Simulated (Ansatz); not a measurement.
Base system: WSi$_{2}$ (space group I4/mmm, No. 139; a = 3.1853 Å, c = 7.7731 Å; relaxed with 0.1 eV smearing). Axes: x, y, z lie along a, b, c of the conventional cell.

Structures relaxed with LDA (Ansatz, an electronic-structure program), no spin-orbit coupling.

Base:

Simulated powder pattern, Co Kα, λ = 1.79026 Å (kinematic, ideal powder, no thermal factors, no anomalous dispersion; the 8 strongest lines at most, above 2 %, up to 2θ = 90°):

```
2θ (°)  I/Imax (%)    hkl
------  ----------  -----
26.63           50  (002)
35.36          100  (101)
46.83           57  (110)
52.89           81  (103)
54.69           32  (112)
68.39           20  (200)
74.80           13  (202)
79.41           23  (211)
```

After one change:

Simulated powder pattern, Co Kα, λ = 1.79026 Å (kinematic, ideal powder, no thermal factors, no anomalous dispersion; the 8 strongest lines at most, above 2 %, up to 2θ = 90°):

```csv
2θ (°),I/Imax (%)
26.64,88
34.94,45
35.36,87
35.81,42
46.85,100
51.95,37
52.90,71
53.86,34
```

### Question
What was done to the base?
A. tensor shear ε_xz = +1.14 %
B. tensor shear ε_xz = +0.57 %
C. tensor shear ε_xz = +1.71 %
D. tensor shear ε_xz = +0.86 %

### Answer
C, tensor shear ε_xz = +1.71 %. Its volume per atom is 13.14 Å³ against 13.14 Å³, and its space group is C2/m (No. 12).

The cells carry an imposed strain or load. Stability against distortions was not tested. The final runs are not spin-polarised.
